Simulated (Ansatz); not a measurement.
For W3Si2 (P4/mbm, No. 127, 10 atoms in the cell; start mp-1079377), PBEsol (Ansatz, an electronic-structure program, PAW) gives:

- lattice parameter a = 6.577 Å
- c axis length = 3.280 Å

Question: What does PBE-D4 in Ansatz (plane waves, PAW) give for the same quantities?

Answer: 
- lattice constant a: 6.573 Å (shrinks by 0.1 %)
- lattice parameter c: 3.285 Å (increases by 0.2 %)

Changes are worked out from the printed values.

Unless a cell is named, each level is at its own relaxed cell (PBEsol 14.19, PBE-D4 14.19 Å³/atom).

Levels without +SOC leave out spin–orbit coupling, which shifts energies and cells of such heavy elements.

Caveats: the relaxation could not lower the start's symmetry, so the cell can be a saddle point above a distorted one (PBEsol, PBE-D4). Ansatz's density-functional and Hartree–Fock values are scalar-relativistic unless marked +SOC, with PAW data made under PBE.

A start named mp-… is a Materials Project structure, which need not be a measured phase.
